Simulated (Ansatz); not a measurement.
The parent structure is C in the diamond structure (space group Fd-3m, No. 227).

```yaml
crystal:
  lattice:
    - [0.00000, 1.76587, 1.76587]
    - [1.76587, 0.00000, 1.76587]
    - [1.76587, 1.76587, 0.00000]
  atoms:
    - { symbol: C, position: [0.00000, 0.00000, 0.00000] }
    - { symbol: C, position: [0.25000, 0.25000, 0.25000] }
```

Cartesian axes are those of the cell as printed.

Calculations: LDA (Ansatz, a program for electronic structure; PAW; 420 eV plane waves; scalar-relativistic without spin-orbit coupling).

For the base:

Valence-band top at Γ: 0.00, 0.00, 0.00 eV
Valley order: a point along ⟨100⟩, about 1.3 Å⁻¹ from Γ 4.17 eV

One thing is altered: biaxial strain −2.50 %, plane normal [001], relaxed out of plane (Cartesian); in-plane vectors clamped, the third vector and the atoms free.

Q: Predict the new out-of-plane strain, valence-band top at Γ and valley order.

A: The out-of-plane strain is +0.69 %; the valence-band top at Γ (three highest levels, from the VBM) goes from 0.00, 0.00, 0.00 eV to 0.00, 0.00, -0.53 eV; the valley order (the lowest conduction-band minima on the path, energy above the VBM, named in the base's zone) changes from a point along ⟨100⟩, about 1.3 Å⁻¹ from Γ 4.17 eV to a point along [100], about 1.3 Å⁻¹ from Γ 3.85 eV; a point along [001], about 1.3 Å⁻¹ from Γ 4.65 eV.

The levels and masses belong to the bands next to the band gap. Stability against distortions was not tested.
